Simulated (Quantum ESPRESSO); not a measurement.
Worked example: self-consistent single point of LaTl (Pm-3m, 2 atoms in the cell) in Quantum ESPRESSO.

Method: PBEsol, PSlibrary PAW (PBE) pseudopotentials (plane waves; Quantum ESPRESSO 7.5).

```
LaTl
1.0
    3.93600     0.00000     0.00000
    0.00000     3.93600     0.00000
    0.00000     0.00000     3.93600
Tl La
1 1
Direct
  0.50000   0.50000   0.50000
  0.00000   0.00000   0.00000
```

Reference input (self-consistent single point, DFT, PBEsol, plane waves, SSSP 1.1.2 efficiency (PBE) pseudopotentials): ecutwfc = 50 Ry; ecutrho = 400 Ry; occupations = smearing; smearing = gauss; degauss = 0.0036749 Ry; input_dft = pbesol; potentials = {Tl: Tl_pbe_v1.2.uspp.F.UPF, La: La.GGA-PBE-paw-v1.0.UPF}; K_POINTS = automatic 6 6 6 0 0 0; conv_thr = 1e-10 Ry. This run's input differs from it in these lines:

```diff
@@ -13,4 +13,4 @@
  ntyp = 2,
- ecutwfc = 50,
- ecutrho = 400,
+ ecutwfc = 85,
+ ecutrho = 595,
  occupations = 'smearing',
@@ -24,4 +24,4 @@
 ATOMIC_SPECIES
-Tl   204.3800  Tl_pbe_v1.2.uspp.F.UPF
-La   138.9055  La.GGA-PBE-paw-v1.0.UPF
+Tl   204.3800  Tl.pbe-dn-kjpaw_psl.1.0.0.UPF
+La   138.9055  La.pbe-spfn-kjpaw_psl.1.0.0.UPF
 CELL_PARAMETERS alat
```

Output, abridged:

```
     Self-consistent Calculation

     iteration #  1     ecut=    85.00 Ry     beta= 0.70

     Threshold (ethr) on eigenvalues was too large:
     Diagonalizing with lowered threshold

     total energy              =   -1277.74777615 Ry
     estimated scf accuracy    <       0.05021376 Ry

     iteration #  2     ecut=    85.00 Ry     beta= 0.70

     total energy              =   -1277.76428818 Ry
     estimated scf accuracy    <       0.02785316 Ry

     iteration #  3     ecut=    85.00 Ry     beta= 0.70

     total energy              =   -1277.76987353 Ry
     estimated scf accuracy    <       0.00027140 Ry

   [... 8 blocks of this kind left out ...]

     iteration # 12     ecut=    85.00 Ry     beta= 0.70

     total energy              =   -1277.77030340 Ry
     estimated scf accuracy    <          1.1E-10 Ry

     iteration # 13     ecut=    85.00 Ry     beta= 0.70
     End of self-consistent calculation

     the Fermi energy is    11.8431 ev

!    total energy              =   -1277.77030340 Ry
     estimated scf accuracy    <          8.0E-12 Ry
     smearing contrib. (-TS)   =      -0.00025735 Ry
     internal energy E=F+TS    =   -1277.77004606 Ry

     convergence has been achieved in  13 iterations

     Forces acting on atoms (cartesian axes, Ry/au):

     atom    1 type  1   force =     0.00000000    0.00000000    0.00000000
     atom    2 type  2   force =     0.00000000    0.00000000    0.00000000

     Total force =     0.000000     Total SCF correction =     0.000000

          total   stress  (Ry/bohr**3)                   (kbar)     P=       -7.65
  -0.00005199   0.00000000   0.00000000           -7.65        0.00        0.00
   0.00000000  -0.00005199   0.00000000            0.00       -7.65        0.00
   0.00000000   0.00000000  -0.00005199            0.00        0.00       -7.65

   JOB DONE.
```

The run converged in 13 iterations. Against the reference run the pressure goes from -0.66 to -0.76 GPa.

The starting cell comes from a database of published, mostly measured structures (it also holds non-ambient and calculated ones), without a prior relaxation at this level.

Cost on one core of a shared machine: roughly 2 min.
